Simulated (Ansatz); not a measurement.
# Response to strain in W

Base system: W in the bcc (W type) structure (space group Im-3m, No. 229; a = 3.135 Å; relaxed with 0.1 eV smearing).

Strains are applied to the cell and any free atomic positions relax.

Level of theory: LDA (Ansatz, an electronic-structure program), without spin-orbit coupling.

Notes on the quantities. energy relative to the base: free energy F.

| variant | energy relative to the base | pressure | shortest interatomic distance |
|---|---|---|---|
| base | 0 meV/atom | 0.0 GPa | 5.131 bohr |
| isotropic strain −3.00 % | +144 meV/atom | 37.0 GPa | 4.977 bohr |
| isotropic strain −2.50 % | +98 meV/atom | 29.8 GPa | 5.003 bohr |
| isotropic strain −2.00 % | +62 meV/atom | 23.0 GPa | 5.028 bohr |
| isotropic strain −1.50 % | +34 meV/atom | 16.7 GPa | 5.054 bohr |
| isotropic strain −1.00 % | +15 meV/atom | 10.8 GPa | 5.080 bohr |
| isotropic strain +0.50 % | +3.6 meV/atom | -4.9 GPa | 5.157 bohr |
| isotropic strain +1.50 % | +31 meV/atom | -13.6 GPa | 5.208 bohr |
| isotropic strain +2.50 % | +84 meV/atom | -21.3 GPa | 5.259 bohr |
| isotropic strain +3.00 % | +119 meV/atom | -24.7 GPa | 5.285 bohr |

No phonon test of stability was made. All final runs are without spin polarisation.
